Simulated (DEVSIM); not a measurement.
System: Ge n+/n-/n+ resistor, at 300 K.

| layer (left to right) | material | thickness (μm) | Nd (cm⁻³) | τn (s) | τp (s) |
|---|---|---|---|---|---|
| 1 | Ge | 0.880 | 2e17 | 2.1e-7 | 2.1e-7 |
| 2 | Ge | 3.20 | 1.6e12 | 2.1e-7 | 2.1e-7 |
| 3 | Ge | 0.310 | 4.2e18 | 2.1e-7 | 2.1e-7 |

Left contact: ohmic. Right contact: ohmic. Voltage is applied to the left contact. Recombination: SRH at mid-gap. Mobility is constant in doping.

Constants are typed, rounded textbook-type inputs, not results; the design itself was drawn at random and stands for no fabricated device. Values at 300 K.

| parameter | Ge |
|---|---|
| gap (eV) | 0.664 |
| affinity (eV) | 4 |
| permittivity | 16 |
| Nc (cm⁻³) | 1.04e19 |
| Nv (cm⁻³) | 6e18 |
| μn (cm²/Vs) | 3900 |
| μp (cm²/Vs) | 1900 |

DEVSIM, 1D drift-diffusion, Boltzmann statistics, complete ionisation; no tunnelling, impact ionisation, image-force lowering or self-heating.

Problem. Tabulate band edges, carrier densities and field at zero bias.

Solution. Energies count from the Fermi level of the right contact; mesh points crowd at the junctions.

```tsv
x (μm)	Ec (eV)	Ev (eV)	n (cm⁻³)	p (cm⁻³)	field (V/cm)
0.000	0.102	-0.562	2.0e17	2.2e9	≈ 0
0.03172	0.102	-0.562	2.0e17	2.2e9	≈ 0
0.09814	0.102	-0.562	2.0e17	2.2e9	≈ 0
0.2522	0.102	-0.562	2.0e17	2.2e9	≈ 0
0.6234	0.102	-0.562	2.0e17	2.2e9	≈ 0
0.7750	0.102	-0.562	2.0e17	2.2e9	≈ 0
0.8474	0.104	-0.560	1.9e17	2.3e9	1400
0.8854	0.139	-0.525	4.9e16	8.9e9	17000
0.9250	0.181	-0.483	9.3e15	4.7e10	7400
1.010	0.222	-0.442	1.9e15	2.3e11	3300
1.216	0.265	-0.399	3.7e14	1.2e12	1400
1.922	0.310	-0.354	6.4e13	6.8e12	270
3.018	0.310	-0.354	6.4e13	6.8e12	-270
3.618	0.277	-0.387	2.3e14	1.9e12	-1000
3.947	0.216	-0.448	2.4e15	1.8e11	-3700
4.034	0.165	-0.499	1.7e16	2.5e10	-10000
4.074	0.087	-0.577	3.6e17	1.2e9	-46000
4.098	0.023	-0.641	4.2e18	1.0e8	-69
4.173	0.023	-0.641	4.2e18	1.0e8	≈ 0
4.274	0.023	-0.641	4.2e18	1.0e8	≈ 0
4.348	0.023	-0.641	4.2e18	1.0e8	≈ 0
4.390	0.023	-0.641	4.2e18	1.0e8	≈ 0
```
